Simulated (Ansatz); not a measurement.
An Ansatz (an electronic-structure program) run: GaIr; PBEsol (Ansatz, PAW, no spin-orbit coupling).

Input:

Ansatz 0.2 input:
```yaml
crystal:
  lattice:
    - [3.019753526, 0, 0]
    - [0, 3.019753526, 0]
    - [0, 0, 3.019753526]
  atoms:
    - { symbol: Ga, position: [0, 0, 0] }
    - { symbol: Ir, position: [0.5, 0.5, 0.5] }
basis: { ecutwfc: 420, ecutrho_ratio: 4, xc_grid: 2, fft_grid_basis: typed }
kpoints: { mp_grid: { grid: [15, 15, 15] } }
hamiltonian:
  xc: pbesol
  dispersion: none
  pseudopotentials: { kind: paw }
scf: { occupations: { method: fermi_dirac, width: 0.05 }, convergence: { dr2_threshold: 0.0000000002 } }
output: { forces: true, stress: true }
```

Output (explanatory and most iteration lines left out):

```
Pseudopotential: Ga, paw, valence charge 13
Pseudopotential: Ir, paw, valence charge 17
Crystal: 2 atoms, lattice volume = 27.537 Å³
Basis set: ecut = 420 eV, 515 PW (Γ), exchange–correlation on 48×48×48 points (8 copies of the dense FFT grid, shifted against one another)
Bands: 19, of which v1, the nominal top of the filled ones, is band 15 counted from 1 (14 counted from 0)
Symmetry: 48 space group operations
Space group: Pm-3m (ITA 221), of the structure as read, at distance tolerance 3.0e-5 Å
k-points: 120 of 3375
Functional: x = pbesol(κ = 0.804, μ = 0.12345679012345678), c = pbesol(β = 0.046)
SCF iter   1: F=—  HF=-15543.040085 eV  |F-HF|=—  |Δ(HF+E_count)|=         —  Δρ=8.30e-3  dr2=1.62e-2  ethr=1.77e-3  ⟨swp⟩=4.8  Hψ=9462  notcnv=0
SCF iter   2: F=—  HF=-15543.038291 eV  |F-HF|=—  |Δ(HF+E_count)|=   1.79e-3  Δρ=4.89e-3  dr2=7.76e-3  ethr=5.41e-5  ⟨swp⟩=1.3  Hψ=3343  notcnv=0
SCF 1 converged in 7 iterations: F = -15543.036560 eV  dr2 = 9.37e-12
SCF converged after 7 iterations
Free energy (F): -15543.036560 eV
Internal energy: -15543.030404 eV  (E = F + TS)
E sigma→0 (E₀):  -15543.033482 eV
Entropy (-TS):   -0.006156 eV (-3.078 meV/atom)
Fermi energy:    20.590819 eV
--- Forces (eV/Å), atoms counted from 1 ---
  atom   1  Ga    -0.00000000    -0.00000000    -0.00000000
  atom   2  Ir     0.00000000    -0.00000000    -0.00000000
--- Stress (GPa, compression-positive) ---
       -0.001020       0.000000       0.000000
        0.000000      -0.001020       0.000000
        0.000000       0.000000      -0.001020
  P = ⅓ Tr σ = -0.0010 GPa (-0.010 kbar)
```

Whether these cells are dynamically stable was not tested. All final runs are without spin polarisation. The cell is GaIr in the CsCl type structure (space group Pm-3m, No. 221).
